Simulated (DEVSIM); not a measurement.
abrupt Si p-n junction

System: abrupt Si p-n junction, at 300 K.

```csv
layer (left to right),material,thickness (μm),Nd (cm⁻³),Na (cm⁻³),τn (s),τp (s)
1,Si,1.00,-,4.2e16,0.00021,0.00021
2,Si,35.0,1.1e14,-,0.00021,0.00021
```

Left contact: ohmic. Right contact: ohmic. Voltage is applied to the left contact. Recombination: SRH at mid-gap, radiative, Auger. Mobility is constant in doping.

Constants are typed, rounded textbook-type inputs, not results; the design itself was drawn at random and stands for no fabricated device. Values at 300 K.

```
parameter           Si
-------------  -------
gap (eV)         1.124
affinity (eV)     4.05
permittivity      11.7
Nc (cm⁻³)      2.86e19
Nv (cm⁻³)       3.1e19
μn (cm²/Vs)       1417
μp (cm²/Vs)        470
B (cm³/s)      4.7e-15
Cn (cm⁶/s)     2.8e-31
Cp (cm⁶/s)     9.9e-32
```

DEVSIM, 1D drift-diffusion, Boltzmann statistics, complete ionisation; no tunnelling, impact ionisation, image-force lowering or self-heating.

```json
{
 "potential_step_across_the_device_at_zero_bias": "0.631 V",
 "largest_field_in_the_device_at_zero_bias": "12000 V/cm",
 "Dark forward voltage at 1 A/cm²": "0.584 V",
 "Dark forward voltage at 100 A/cm²": "1.317 V"
}
```

Dark forward current:

(V (V), J (A/cm²)): (0.05, 5.0e-9); (0.15, 2.6e-7); (0.30, 8.6e-5); (0.40, 0.0040); (0.55, 0.48); (0.65, 3.3); (0.75, 10); (0.90, 29); (1.00, 46); (1.10, 63); (1.25, 89); (1.35, 110); (1.50, 130); (1.60, 140)

Dark reverse current:

```json
[
 {"V (V)": "-0.20", "J (A/cm²)": "-1.1e-9"},
 {"V (V)": "-0.50", "J (A/cm²)": "-1.4e-9"},
 {"V (V)": "-1.00", "J (A/cm²)": "-1.8e-9"},
 {"V (V)": "-1.50", "J (A/cm²)": "-2.1e-9"},
 {"V (V)": "-2.00", "J (A/cm²)": "-2.4e-9"},
 {"V (V)": "-3.00", "J (A/cm²)": "-2.8e-9"},
 {"V (V)": "-4.00", "J (A/cm²)": "-3.2e-9"},
 {"V (V)": "-5.00", "J (A/cm²)": "-3.5e-9"},
 {"V (V)": "-6.50", "J (A/cm²)": "-4.0e-9"},
 {"V (V)": "-8.00", "J (A/cm²)": "-4.4e-9"},
 {"V (V)": "-10.00", "J (A/cm²)": "-4.9e-9"}
]
```
